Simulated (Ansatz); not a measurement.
Given:

```
CdSnTe2
1.0
    4.67798     0.00000     0.00000
    0.00000     4.67798     0.00000
    0.00000     0.00000    14.62588
Te Sn Cd
4 2 2
Direct
  0.00000   0.00000   0.22291
  0.50000   0.50000   0.00000
  0.00000   0.00000   0.77709
  0.50000   0.50000   0.50000
  0.50000   0.00000   0.63889
  0.00000   0.50000   0.36111
  0.50000   0.00000   0.11064
  0.00000   0.50000   0.88936
```

No spin polarisation.

All numbers come from Kohn–Sham DFT with the r2SCAN functional, run in Ansatz (an electronic-structure program) with PAW and 500 eV plane waves, no spin-orbit coupling. Γ-centred 7×7×3 mesh, Fermi–Dirac width 0.05 eV.

Estimate the gap character (in this cell's own zone, which can be folded).

Indirect, M–Γ (75 % along) → M.

What band gap does the calculation give?

0.29 eV.

Estimate the electron mass.

0.80 mₑ along c, 0.76 mₑ across (at M).

These are small ordered cells, not random alloys; other orderings at the same x differ. With Te present, leaving out spin-orbit coupling can change the band edges. Masses are band curvatures over ±0.01 Å⁻¹ around the edge. Whether these cells are dynamically stable was not tested. The cell was made from CdTe by this change: x(Sn) = 0.5, 8 atoms, P-4m2. A zero or small gap of CdSnTe2 can be the functional's error rather than a property of the material.
